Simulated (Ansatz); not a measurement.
The starting structures come from a database of crystals and need not be the phases stable at ambient conditions.

 Where the default PAW files enter, the runs use the earlier of Ansatz's two default sets.

By PBEsol, the system below comes out a metal.

Here is the system:

```yaml
crystal:
  lattice:
    - [2.90561, 0.00000, 0.00000]
    - [0.00000, 2.90561, 0.00000]
    - [1.45280, -1.45280, 2.05457]
  atoms:
    - { symbol: Ti, position: [0.00000, 0.00000, 0.00000] }
```

Space group of this cell: Fm-3m, fcc (Cu type). The cell is taken as given; by PBEsol its mean pressure is -4.2 GPa.

Method: PBEsol (plane waves, PAW; Ansatz, an electronic-structure program).

The current runs along the normal of the first two printed vectors; no spin-orbit coupling. Scaled by the factor s: both lengths across the current (ions clamped). Meshes 28×28×28 and 32×32 across the current in all rows.

```json
[
 {"s": "0.98", "mean pressure (GPa)": "0.1", "ballistic conductance per area (both spins) (× 10¹⁵ S/m²)": "1.39"},
 {"s": "1.00", "mean pressure (GPa)": "-4.2", "ballistic conductance per area (both spins) (× 10¹⁵ S/m²)": "1.29"},
 {"s": "1.02", "mean pressure (GPa)": "-7.9", "ballistic conductance per area (both spins) (× 10¹⁵ S/m²)": "?"}
]
```

Question: Take the slope of the ballistic conductance per area (both spins) against ln s from the two given rows, extrapolate to s = 1.02, and say what the run there gives.

Answer: Slope = (1.39 − 1.29) / ln 0.98 = -4.95 × 10¹⁵ S/m². The line gives 1.29 + (-4.95) × ln 1.02 = 1.19 × 10¹⁵ S/m². The run gives 1.23 × 10¹⁵ S/m², 0.04 × 10¹⁵ S/m² over the line, 39 % of the predicted step.
